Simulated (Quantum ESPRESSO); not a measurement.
Input and output of a self-consistent single point for LuPd (P1, 2 atoms in the cell) (Quantum ESPRESSO).

Level of theory: PBEsol, PSlibrary PAW (PBE) pseudopotentials (plane waves; Quantum ESPRESSO).

```yaml
crystal:
  lattice:
    - [3.40963, 0.00000, 0.00000]
    - [0.00000, 3.40963, 0.00000]
    - [0.00000, 0.00000, 3.40963]
  atoms:
    - { symbol: Lu, position: [0.00334, 0.00594, 0.00051] }
    - { symbol: Pd, position: [0.49666, 0.49406, 0.49950] }
```

Reference input (self-consistent single point, DFT, LDA (PZ), plane waves, PSlibrary PAW (LDA) pseudopotentials): ecutwfc = 50 Ry; ecutrho = 600 Ry; occupations = smearing; smearing = gauss; degauss = 0.0099958 Ry; potentials = {Lu: Lu.pz-spdn-kjpaw_psl.1.0.0.UPF, Pd: Pd.pz-n-kjpaw_psl.1.0.0.UPF}; K_POINTS = automatic 7 7 7 0 0 0; conv_thr = 1e-10 Ry; mixing_beta = 0.5. This run's input differs from it in these lines:

```diff
@@ -17,2 +17,3 @@
  degauss = 0.0099958
+ input_dft = 'pbesol'
 /
@@ -23,4 +24,4 @@
 ATOMIC_SPECIES
-Lu   174.9668  Lu.pz-spdn-kjpaw_psl.1.0.0.UPF
-Pd   106.4200  Pd.pz-n-kjpaw_psl.1.0.0.UPF
+Lu   174.9668  Lu.pbe-spdn-kjpaw_psl.1.0.0.UPF
+Pd   106.4200  Pd.pbe-n-kjpaw_psl.1.0.0.UPF
 ATOMIC_POSITIONS crystal
```

Output (repeated stretches shortened):

```
     Self-consistent Calculation

     iteration #  1     ecut=    50.00 Ry     beta= 0.50

     Threshold (ethr) on eigenvalues was too large:
     Diagonalizing with lowered threshold

     total energy              =    -984.89987257 Ry
     estimated scf accuracy    <       0.18123181 Ry

     iteration #  2     ecut=    50.00 Ry     beta= 0.50

     total energy              =    -984.93843943 Ry
     estimated scf accuracy    <       0.26406321 Ry

     iteration #  3     ecut=    50.00 Ry     beta= 0.50

     total energy              =    -984.97489298 Ry
     estimated scf accuracy    <       0.00311243 Ry

   [... 6 blocks of this kind left out ...]

     iteration # 10     ecut=    50.00 Ry     beta= 0.50

     total energy              =    -984.97610850 Ry
     estimated scf accuracy    <          1.6E-09 Ry

     iteration # 11     ecut=    50.00 Ry     beta= 0.50
     End of self-consistent calculation

     Number of k-points >= 100: set verbosity='high' to print the bands.

     the Fermi energy is    13.1298 ev

!    total energy              =    -984.97610850 Ry
     estimated scf accuracy    <          9.1E-11 Ry
     smearing contrib. (-TS)   =      -0.00149834 Ry
     internal energy E=F+TS    =    -984.97461016 Ry

     convergence has been achieved in  11 iterations

     Forces acting on atoms (cartesian axes, Ry/au):

     atom    1 type  1   force =    -0.00227677   -0.00404022   -0.00034431
     atom    2 type  2   force =     0.00227677    0.00404022    0.00034431

     Total force =     0.006577     Total SCF correction =     0.000001

          total   stress  (Ry/bohr**3)                   (kbar)     P=      -31.37
  -0.00021306   0.00000205   0.00000018          -31.34        0.30        0.03
   0.00000205  -0.00021417   0.00000031            0.30      -31.51        0.05
   0.00000018   0.00000031  -0.00021255            0.03        0.05      -31.27

   JOB DONE.
```

The run converged in 11 iterations. Against the reference run the pressure goes from -7.20 to -3.14 GPa and the largest force goes from 0.100 to 0.120 eV/Å.

The starting cell comes from a database of computed structures (which also holds hypothetical and non-ambient phases and stackings), without a prior relaxation at this level. Its atoms were displaced at random from the sites of space group no. 221. Spin polarisation is off. With a pressure of about -3 GPa the cell is away from its equilibrium volume at this level.

Cost on one core of a shared machine: roughly 2 min.
